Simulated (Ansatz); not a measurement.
**CuI: band gap against strain**

CuI (zinc blende, F-43m, 26.189 Å³/atom at rest) under an equal strain ε in the (111) plane with the normal axis free, as in a coherent film. PBEsol in Ansatz, a plane-wave DFT program (PAW, default set), 420 eV, 10×10×10 Γ-centred mesh, Fermi-Dirac smearing 0.05 eV; ions are relaxed within the symmetry of each cell. Gaps are the smallest over the k-mesh and a band path, without spin-orbit coupling; in all rows the valence edge lies at Γ and the conduction edge at Γ.

Here s stands for strain and Eg for gap.

| strain (%) | gap (eV) |
|---|---|
| -2.50 | ? |
| -1.25 | 1.195 |
| -0.83 | 1.189 |
| -0.42 | 1.182 |
| 0.00 | 1.173 |

Task: Fit Eg against s with a straight line, and predict the withheld value at s = -2.50.

Result: Means: s -0.62500, Eg 1.1848. About the means, the sum of products is -0.015185 and the sum of squares of s is 0.86530; the slope is their ratio. Least squares gives Eg = 1.1738 - 0.01755·s. Residuals (row less fit): -0.0007, 0.0006, 0.0008, -0.0008; standard error 0.0011 (degrees of freedom: 2). Over these rows the gap moves by -1.8 ± 0.1 eV per unit strain. At the withheld row, Eg = 1.1738 - 0.01755 × (-2.50) = 1.2177 eV. The calculation gives 1.197 eV, 0.0207 eV below the prediction (86.2 % of the range of Eg in the table). The row lies outside the fitted rows, so this is an extrapolation. From the scatter of the fitted rows alone, a prediction at this place has a standard error of 0.0025 eV, so the miss is 8.3 times that.

One order more, fitted to all 7 runs of the series, follows each within 0.001, so the miss is the next term of a smooth law. Spin-orbit coupling is left out, which can shift this property for CuI. Rows are the converged runs of the series near zero and its far end; series whose fitted rows scatter by over a few per cent of the range, as at a crossing or softening among them, aren't shown in this form. Most that stay on the fit to the last digits aren't either.
